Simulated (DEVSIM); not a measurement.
Device: abrupt Si n-p junction, at 300 K.

```tsv
layer (left to right)	material	thickness (μm)	Nd (cm⁻³)	Na (cm⁻³)	τn (s)	τp (s)
1	Si	9.80	5.6e16	-	5.6e-6	5.6e-6
2	Si	0.330	-	1.2e14	5.6e-6	5.6e-6
```

Left contact: ohmic. Right contact: ohmic. Voltage is applied to the left contact. Recombination: SRH at mid-gap. Mobility is constant in doping.

This is a model device: material constants are rounded textbook-type values typed into the input, and sizes, dopings and lifetimes were drawn at random. Values at 300 K.

```csv
parameter,Si
gap (eV),1.124
affinity (eV),4.05
permittivity,11.7
Nc (cm⁻³),2.86e19
Nv (cm⁻³),3.1e19
μn (cm²/Vs),1417
μp (cm²/Vs),470
```

DEVSIM, 1D drift-diffusion, Boltzmann statistics, complete ionisation; no tunnelling, impact ionisation, image-force lowering or self-heating.

The thickness of layer 2 was swept, all else fixed.

```tsv
thickness of layer 2 (μm)	largest field in the device at zero bias (V/cm)	dark forward voltage at 1 A/cm² (V)	dark forward voltage at 100 A/cm² (V)
0.066	(withheld)	(withheld)	(withheld)
0.12	43000	0.316	0.459
0.2	29000	0.330	0.478
0.33	20000	0.345	0.501
0.56	16000	0.365	0.541
0.99	14000	0.393	0.588
1.7	13000	0.428	0.621
```

**Question.** Fill in the missing entries.

**Answer.** 
- 0.066, largest field in the device at zero bias (V/cm): 61000
- 0.066, dark forward voltage at 1 A/cm² (V): 0.304
- 0.066, dark forward voltage at 100 A/cm² (V): 0.443
